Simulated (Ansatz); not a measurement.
```
CELL_PARAMETERS angstrom
     20.00000     0.00000     0.00000
      0.00000    20.00000     0.00000
      0.00000     0.00000     8.24416
ATOMIC_POSITIONS crystal
  Sn 0.35726 0.50274 0.51510
  Sn 0.41914 0.38982 0.65481
  Sn 0.44851 0.42578 0.97779
  Sn 0.45017 0.60887 0.50021
  Sn 0.48225 0.64494 0.82393
  Sn 0.54216 0.35176 0.51509
  Sn 0.53801 0.53538 0.99518
  Sn 0.56569 0.56928 0.32503
  Sn 0.62757 0.46400 0.50021
  Sn 0.65651 0.50265 0.82393
  H  0.29110 0.52543 0.63899
  H  0.32441 0.48477 0.32615
  H  0.36423 0.32257 0.65645
  H  0.37594 0.44656 0.08074
  H  0.48338 0.35883 0.08074
  H  0.41334 0.67693 0.40429
  H  0.53813 0.71109 0.82499
  H  0.41034 0.67301 0.91941
  H  0.57762 0.29147 0.63898
  H  0.53112 0.31598 0.32615
  H  0.62072 0.63668 0.32317
  H  0.70162 0.44152 0.40428
  H  0.71015 0.57062 0.82499
  H  0.69839 0.43781 0.91941
```

The numbers are results of PBE (plane waves to 420 eV, PAW; Ansatz, a program for electronic structure), not measurements. Mesh 1×1×4. No spin polarisation. Isolated but for its images some 11 Å away. An idealised model, cut from the bulk lattice. Only distortions within the start's symmetry and period were free. Values not marked SOC lack spin–orbit coupling.

**Question.** Tabulate the two highest filled and two lowest empty levels along the axis, from the valence top.

**Answer.** 
| k (2π/c) | v2 (eV) | v1 (eV) | c1 (eV) | c2 (eV) |
|---|---|---|---|---|
| 0.000 | -0.53 | 0.00 | 2.36 | 3.12 |
| 0.042 | -0.53 | -0.01 | 2.37 | 3.12 |
| 0.083 | -0.52 | -0.04 | 2.38 | 3.13 |
| 0.125 | -0.51 | -0.09 | 2.41 | 3.14 |
| 0.167 | -0.50 | -0.16 | 2.45 | 3.16 |
| 0.208 | -0.48 | -0.24 | 2.49 | 3.18 |
| 0.250 | -0.46 | -0.33 | 2.55 | 3.14 |
| 0.292 | -0.43 | -0.41 | 2.61 | 3.04 |
| 0.333 | -0.47 | -0.40 | 2.68 | 2.94 |
| 0.375 | -0.51 | -0.37 | 2.73 | 2.86 |
| 0.417 | -0.52 | -0.34 | 2.78 | 2.79 |
| 0.458 | -0.53 | -0.33 | 2.75 | 2.81 |
| 0.500 | -0.53 | -0.32 | 2.74 | 2.82 |
